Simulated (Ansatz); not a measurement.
This concerns the formation energy of H_i in Pt (fcc, Fm-3m). Reaction: 64 Pt (fcc) + 1/2 H2 (gas) → cell A.

Cell A: a supercell of 64 sites of Pt (fcc, Fm-3m) with H off the lattice sites (6 Pt at 2.02 Å); spin state with PBE: run without spin, k-point mesh 4×4×4.
```
Pt64H
1.0
   11.23452     0.00000     0.00000
    5.61726     9.72938     0.00000
    5.61726     3.24313     9.17295
Pt H
64 1
Direct
  0.99998   0.00002   0.00002
  0.99998   0.00002   0.24998
  0.99946   0.00054   0.50001
  0.99946   0.00054   0.74999
  0.99998   0.24998   0.00002
  0.99998   0.24998   0.24998
  0.00010   0.25010   0.49990
  0.99998   0.24998   0.75007
  0.99946   0.50001   0.00054
  0.00010   0.49990   0.25010
  0.00010   0.49990   0.49990
  0.99946   0.50001   0.74999
  0.99946   0.74999   0.00054
  0.99998   0.75007   0.24998
  0.99946   0.74999   0.50001
  0.99878   0.75041   0.75041
  0.24993   0.00002   0.00002
  0.25001   0.00054   0.24946
  0.24959   0.00122   0.49959
  0.25001   0.00054   0.74999
  0.25001   0.24946   0.00054
  0.24990   0.25010   0.25010
  0.24990   0.25010   0.49990
  0.25001   0.24946   0.74999
  0.24959   0.49959   0.00122
  0.24990   0.49990   0.25010
  0.24959   0.49959   0.49959
  0.24767   0.49767   0.75233
  0.25001   0.74999   0.00054
  0.25001   0.74999   0.24946
  0.24767   0.75233   0.49767
  0.24767   0.75233   0.75233
  0.50010   0.99990   0.99990
  0.49999   0.00054   0.24946
  0.49999   0.00054   0.50001
  0.50010   0.99990   0.75010
  0.49999   0.24946   0.00054
  0.50007   0.24998   0.24998
  0.49999   0.24946   0.50001
  0.50041   0.24878   0.75041
  0.49999   0.50001   0.00054
  0.49999   0.50001   0.24946
  0.50233   0.49767   0.49767
  0.50233   0.49767   0.75233
  0.50010   0.75010   0.99990
  0.50041   0.75041   0.24878
  0.50233   0.75233   0.49767
  0.50041   0.75041   0.75041
  0.75002   0.00002   0.00002
  0.75002   0.00002   0.24998
  0.75002   0.00002   0.49993
  0.74990   0.99990   0.75010
  0.75002   0.24998   0.00002
  0.75002   0.24998   0.24998
  0.75054   0.24946   0.50001
  0.75054   0.24946   0.74999
  0.75002   0.49993   0.00002
  0.75054   0.50001   0.24946
  0.75122   0.49959   0.49959
  0.75054   0.50001   0.74999
  0.74990   0.75010   0.99990
  0.75054   0.74999   0.24946
  0.75054   0.74999   0.50001
  0.74990   0.75010   0.75010
  0.37500   0.62500   0.62500
```

Reference: Pt (fcc, Fm-3m), 64 atoms in the cell, the relaxed perfect crystal repeated, atoms not moved again, k-point mesh 4×4×4 on the run's own vectors.

Reference: an isolated H2 molecule (singlet) in a box of 11 × 11 × 13 Å.

All numbers come from Ansatz (a quantum-chemistry and plane-wave program), plane waves with PAW, its default PAW set, cutoff 420 eV. The structures are at rest with PBE, within the held lattices. Neutral cells; Fermi-Dirac smearing of at most 0.10 eV in the solids, energies taken to zero width. Larger cells are relaxed from a start prepared with the learned potential CHGNet, on a coarser mesh till forces fall under 0.03 eV/Å, which some starts already meet. A dispersion term (D3(BJ), or D4 for r2SCAN) was computed beside these levels and is taken off wherever the name lacks it. Space groups of crystals are read within 0.01 Å. Static lattices, no vibrational contributions. No structure search was made; lower ones may exist. Spin-orbit coupling is left out. Values are for these cell sizes. Mesh and cell size may move defect energies by 0.1 eV or more. Cell A has symmetry Fm-3m within 0.02 Å and got no random move, so less symmetric positions, which may lie lower, weren't tried.

Q: What is the computed value (PBE)?

A: 0.58 eV, for 64 Pt (fcc) + 1/2 H2 (gas) → cell A.
